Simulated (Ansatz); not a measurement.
# A computed series for hypothetical cubic perovskite MnTlBr3: response to strain

Start from MnTlBr3 in the cubic perovskite structure (space group Pm-3m, No. 221; a = 5.3094 Å; ferromagnetic; a hypothetical phase, not in the database extracts checked). Axes: x, y, z lie along the cube axes.

Strains are applied to the cell and any free atomic positions relax; under biaxial strain the out-of-plane vector relaxes too.

Computed with r2SCAN/PAW in Ansatz (a first-principles code), no SOC.

```csv
variant,pressure,gap character,band gap
base,0.1 kbar,"indirect, R → Γ",1.62 eV
"biaxial strain −0.93 %, plane normal [001], relaxed out of plane",4.1 kbar,"indirect, A → Γ",1.55 eV
isotropic strain −3.18 %,4.0 GPa,"indirect, R → Γ",1.49 eV
isotropic strain +4.80 %,-3.3 GPa,"indirect, R → Γ",1.62 eV
isotropic strain +5.38 %,-3.6 GPa,"indirect, R → Γ",1.61 eV
uniaxial strain ε_yy = +1.54 %,-0.5 GPa,"indirect, A → Γ",1.56 eV
tensor shear ε_yz = +2.85 %,0.1 GPa,"indirect, T → Γ",1.60 eV
```

Spin-orbit coupling, missing from the scalar runs, can matter with Tl. No phonon test of stability was made. No Hubbard U is applied and the magnetic state is the run's own (MnTlBr3 ferromagnetic); small cells can't hold the antiferromagnetic order that many such compounds have, so gaps and moments can be off. A gap here joins edges of opposite spin (a spin-flip gap). Many cubic perovskites are stable only at high temperature; tilts and polar distortions were not tested. k-point labels follow each cell's own Brillouin zone.
